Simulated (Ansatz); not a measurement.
The starting structures come from a database of crystals and need not be the phases stable at ambient conditions.

Given:

```xyz
20
Lattice="8.0465 0.0000 0.0000 0.0000 8.2011 0.0000 0.0000 4.1006 4.0642" Properties=species:S:1:pos:R:3 pbc="T T T"
Li     0.0000     0.0000     0.0000
Li     4.0232     0.0000     0.0000
Li     6.0348     2.6011     0.0000
Li     2.0116     5.6000     0.0000
H      0.4726     6.5988     3.2937
H      7.5739     5.7029     0.7705
H      4.4958     5.7029     0.7705
H      3.5507     6.5988     3.2937
H      7.5739     9.8034     3.2937
H      0.4726     2.4982     0.7705
H      3.5507     2.4982     0.7705
H      4.4958     9.8034     3.2937
Br     6.0348     8.4371     2.0196
Br     2.0116     3.8645     2.0445
Br     2.0116     7.9651     2.0196
Br     6.0348     4.3366     2.0445
O      8.0437     2.0942     0.0000
O      0.0027     6.1070     0.0000
O      4.0205     6.1070     0.0000
O      4.0260     2.0942     0.0000
```

Space group of this cell: Cmcm. The cell is taken as given; by r2SCAN its mean pressure is -2.2 GPa.

Transport runs along the normal of the first two printed cell vectors.

No gap correction and no spin-orbit coupling; mid-gap values are interpolated between computed energies.

Task: Compute, with r2SCAN (Ansatz, a program for electronic structure), the band gap and the smallest decay constant κ at mid-gap.

Result: Gap 4.95 eV on a 4×8×8 mesh; κ = 0.364 1/Å, at the zone centre.
